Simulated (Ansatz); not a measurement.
Base system: WSe2 (space group P6_3/mmc, No. 194; a = 3.2791 Å, c = 12.7861 Å; layered, stacked along the Cartesian z axis).

(Cell as relaxed with PBE-D3(BJ).)

Levels (all Ansatz, a program for electronic structure, PAW): PBE-D3(BJ) (420 eV, spin-orbit coupling left out); r2SCAN+rVV10 (500 eV, no SOC).

Each level relaxes its own structure.

```csv
base,PBE-D3(BJ),r2SCAN+rVV10
volume per atom,19.84 Å³,20.67 Å³
lattice parameter a,3.279 Å,3.300 Å
band gap,0.87 eV,1.12 eV
```

Now apply this change: holes 3.0×10^21 cm⁻³, on a uniform background at fixed cell.

```json
[
 {"quantity": "gap between the host's bands", "PBE-D3(BJ)": "0.90 eV", "r2SCAN+rVV10": "1.15 eV"},
 {"quantity": "Fermi level relative to the doped band's edge (positive inside the band; to 0.05 eV)", "PBE-D3(BJ)": "+0.50 eV", "r2SCAN+rVV10": "+0.55 eV"},
 {"quantity": "shift of the gap caused by the change", "PBE-D3(BJ)": "+0.03 eV", "r2SCAN+rVV10": "+0.02 eV"},
 {"quantity": "gap character", "PBE-D3(BJ)": "indirect, Γ → K–Γ (47 % along)", "r2SCAN+rVV10": "indirect, Γ → K–Γ (47 % along)"}
]
```

PBE-D3(BJ)'s gap between the host's bands lies 0.241 eV below r2SCAN+rVV10's; PBE-D3(BJ)'s Fermi level from band edge lies 0.05 eV below r2SCAN+rVV10's; the two agree on the gap character. Neither level is exact; r2SCAN+rVV10 is the comparison here, not a measurement.

Charged cell with a jellium background: band edges are those of the host's band count, energies are not comparable with the neutral cell, and many-body gap narrowing is missing. Spin-orbit coupling, missing from the scalar runs, can matter with W. Whether these cells are dynamically stable was not tested.
